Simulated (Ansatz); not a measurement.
# Ca₂BeN₂ (model structure, started from the Ca2ZnN2 type, I4/mmm, No. 139, 5 atoms in the cell)

Calculation: HSE06 in Ansatz (PAW).

Settings: plane-wave cutoff 460 eV, 8×8×8 k mesh, Fermi–Dirac smearing 0.01 eV, scalar-relativistic PAW data made under PBE.

Cell (relaxed with PBEsol):

```
BeCa2N2
1.0
   -1.75803     1.75803     5.73020
    1.75803    -1.75803     5.73020
    1.75803     1.75803    -5.73020
Ca Be N
2 1 2
Direct
  0.65554   0.65554   0.00000
  0.34446   0.34446   0.00000
  0.00000   0.00000   0.00000
  0.86565   0.86565   0.00000
  0.13435   0.13435   0.00000
```

```yaml
band_gap: 2.02 eV (on the SCF k mesh) (indirect)
smallest_direct_gap_on_the_k_points_sampled: 2.10 eV
```

Note: the relaxation could raise the start's symmetry but not lower it, so the cell can be a saddle point; cell and atoms aren't relaxed at this level (largest force component 0.43 eV/Å, pressure 1.4 GPa).

Computed values are for the static lattice.

Cost on a shared machine: very roughly 7 core-minutes.

A model structure was made by putting elements into a prototype or built by hand; it is no filed structure, need not be a known phase, and can be a saddle point held by its symmetry.

Ansatz is a quantum-chemistry and plane-wave program.
